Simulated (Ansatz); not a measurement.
End structure of a constructed model of the (111) surface of fcc Rh, p(2x2) surface alloy, Bi on one Rh site of the top plane (bottom of the slab: a bare face, its two planes held):

```xyz
24
Lattice="5.4164 0.0000 0.0000 -2.7082 4.6908 0.0000 0.0000 0.0000 27.5000" Properties=species:S:1:pos:R:3 pbc="T T T"
Rh    -1.3541     3.9090     8.2174
Rh     0.0000     1.5636     8.2174
Rh     1.3541     3.9090     8.2174
Rh     2.7082     1.5636     8.2174
Rh     0.0000     3.1272    10.4286
Rh     1.3541     0.7818    10.4286
Rh     2.7082     3.1272    10.4286
Rh     4.0623     0.7818    10.4286
Rh     1.3559     2.3443    12.6209
Rh     2.7082     0.0021    12.6209
Rh    -1.3559     2.3443    12.6209
Rh     0.0000     0.0000    12.6199
Rh     2.7082     1.5636    14.8341
Rh     1.3536     3.9087    14.8439
Rh     0.0000     1.5642    14.8439
Rh    -1.3536     3.9087    14.8439
Rh     4.0735     0.7753    17.0465
Rh     2.7082     3.1401    17.0465
Rh     1.3429     0.7753    17.0465
Rh     0.0000     3.1272    17.0527
Bi     0.0000     0.0000    20.0232
Rh    -1.3443     2.3511    19.2066
Rh     2.7082    -0.0113    19.2066
Rh     1.3443     2.3511    19.2066
```

Set-up: 24 atoms, 11.1 Å thick at the start; mesh 8x8x1; 0.1 eV smearing; dipole correction on; 8 atoms held, the rest relaxed; symmetry of the start imposed; no spin, no spin-orbit, no U. It is one candidate, not shown to be the stable structure of the face.

Q: Give the work function of the top face at the level PBE (Ansatz, a program for electronic structure).

A: 4.18 eV
